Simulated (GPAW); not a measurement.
Band structure of YZnSi (P-6m2, 3 atoms in the cell).

```xyz
3
Lattice="4.0818 0.0000 0.0000 -2.0409 3.5349 0.0000 0.0000 0.0000 4.0715" Properties=species:S:1:pos:R:3 pbc="T T T"
Y      0.0000     0.0000     0.0000
Zn     0.0000     2.3566     2.0358
Si     2.0409     1.1783     2.0358
```

Level of theory: LDA (Perdew-Wang 92), GPAW PAW datasets LDA (gpaw-data 1.0.1) (plane waves; GPAW 25.7.0).

Settings: mode = pw; ecut = 800 eV; xc = LDA; kpts = 6 6 6; mesh shift (steps) = 0 0 0; occupations.name = methfessel-paxton; occupations.width = 0.1 eV; occupations.order = 0; nbands = -11; convergence.forces = 0.001 eV/Å; symmetry.symmorphic = false; symmetry.tolerance = 0.0005; maxiter = 120; bandpath_npoints = 30.

The starting cell comes from a database of computed structures (which also holds hypothetical and non-ambient phases and stackings), without a prior relaxation at this level.

Levels in eV from the Fermi level, bands 11 to 17:
| point | 11 | 12 | 13 | 14 | 15 | 16 | 17 |
|---|---|---|---|---|---|---|---|
| Γ | -0.86 | -0.86 | -0.48 | -0.27 | 1.82 | 3.08 | 3.08 |
| M | -5.96 | -1.41 | -0.90 | -0.73 | 2.61 | 3.25 | 3.74 |
| K | -5.48 | -4.27 | -0.29 | 0.48 | 2.21 | 2.36 | 2.62 |
| A | -4.58 | 0.45 | 0.45 | 1.04 | 1.04 | 1.67 | 1.67 |
| L | -4.92 | -2.30 | -2.09 | -1.12 | 2.34 | 4.00 | 4.02 |
| H | -5.45 | -2.86 | -1.88 | -0.75 | 2.97 | 4.05 | 4.18 |

Bands cross the Fermi level along this path, so the cell is metallic at this level.
